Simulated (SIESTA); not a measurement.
SIESTA run on Tl (P6_3/mmc, 2 atoms in the cell): self-consistent single point.

Method of the run: SIESTA with LDA PW92, numerical atomic orbitals DZP, PseudoDojo LDA standard norm-conserving potentials (rewritten from UPF to PSML).

```
CELL_PARAMETERS angstrom
      3.56519     0.00000     0.00000
     -1.78259     3.08754     0.00000
      0.00000     0.00000     5.75610
ATOMIC_POSITIONS crystal
  Tl 0.33333 0.66667 0.25000
  Tl 0.66667 0.33333 0.75000
```

Reference input (self-consistent single point, DFT, GGA PBE, numerical atomic orbitals DZP, PseudoDojo PBE standard norm-conserving potentials (rewritten from UPF to PSML)): XC.functional = GGA; XC.authors = PBE; potentials = PseudoDojo PBE standard; PAO.BasisSize = DZP; PAO.EnergyShift = 0.01 Ry; MeshCutoff = 400 Ry; kgrid.MonkhorstPack = 9 9 5; OccupationFunction = FD; ElectronicTemperature = 0.05 eV; MaxSCFIterations = 150; SCF.Mixer.Method = Pulay; SCF.Mixer.Weight = 0.1. This run's input differs from it in these lines:

```diff
@@ -1,2 +1,2 @@
-# files in the folder: Tl.psml (PseudoDojo PBE standard)
+# files in the folder: Tl.psml (PseudoDojo LDA standard)
 SystemName  Tl
@@ -21,4 +21,4 @@
 
-XC.functional                GGA
-XC.authors                   PBE
+XC.functional                LDA
+XC.authors                   PW92
 PAO.BasisSize                DZP
```

Log, with long lists cut:

```
        iscf     Eharris(eV)        E_KS(eV)     FreeEng(eV)     dDmax    Ef(eV) dHmax(eV)
   scf:    1    -3300.543374    -3299.902357    -3299.917544  0.742744 -3.467941  3.041754
   scf:    2    -3300.226003    -3300.066884    -3300.082007  0.034163 -3.506435  2.557693
   scf:    3    -3300.692723    -3300.442337    -3300.457276  0.170775 -3.700255  0.080770
   scf:    4    -3300.425970    -3300.435704    -3300.450624  0.027340 -3.740540  0.347044
   scf:    5    -3300.447290    -3300.442539    -3300.457459  0.023362 -3.722081  0.016147
   scf:    6    -3300.442438    -3300.442507    -3300.457431  0.003019 -3.719502  0.027718
   scf:    7    -3300.442581    -3300.442551    -3300.457474  0.001941 -3.721239  0.000368
mix: Pulay -- inversion failed, > SVD [rank/size] 4 / 5
   scf:    8    -3300.442551    -3300.442551    -3300.457474  0.000015 -3.721253  0.000583
SCF Convergence by DM+H criterion
max |DM_out - DM_in|         :     0.0000150991
max |H_out - H_in|      (eV) :     0.0005829826
SCF cycle converged after 8 iterations

Using DM_out to compute the final energy and forces

siesta: E_KS(eV) =            -3300.4426

siesta: E_KS - E_eggbox =     -3300.4426

siesta: Atomic forces (eV/Ang):
     1   -0.000001    0.000000   -0.000000
     2    0.000001   -0.000000    0.000000
   Tot   -0.000000    0.000000   -0.000000
   Max    0.000001
   Res    0.000000    sqrt( Sum f_i^2 / 3N )
   Max    0.000001    constrained

Stress tensor Voigt[x,y,z,yz,xz,xy] (kbar):       46.09       46.09       41.06        0.00        0.00       -0.00
(Free)E + p*V (eV/cell)    -3302.2140
Target enthalpy (eV/cell)    -3300.4575

siesta: Program's energy decomposition (eV):
siesta: FreeEng =     -3300.457474

   [... lines left out ...]
siesta:     0.028769   -0.000000    0.000000
siesta:    -0.000000    0.028769    0.000000
siesta:     0.000000    0.000000    0.025628

siesta: Cell volume =         63.361290 Ang**3

siesta: Pressure (static):
siesta:                Solid            Molecule  Units
siesta:          -0.00030193         -0.00030193  Ry/Bohr**3
siesta:          -0.02772161         -0.02772162  eV/Ang**3
siesta:         -44.41491404        -44.41492389  kBar
```

The run converged in 8 iterations. Against the reference run the pressure goes from -0.33 to -4.44 GPa.

The starting cell comes from a database of computed structures (which also holds hypothetical and non-ambient phases and stackings), without a prior relaxation at this level. Its lattice was rescaled by a random factor within 2.5 % of one. Values carry the incompleteness of an atom-centred basis. With a pressure of about -4 GPa the cell is away from its equilibrium volume at this level.
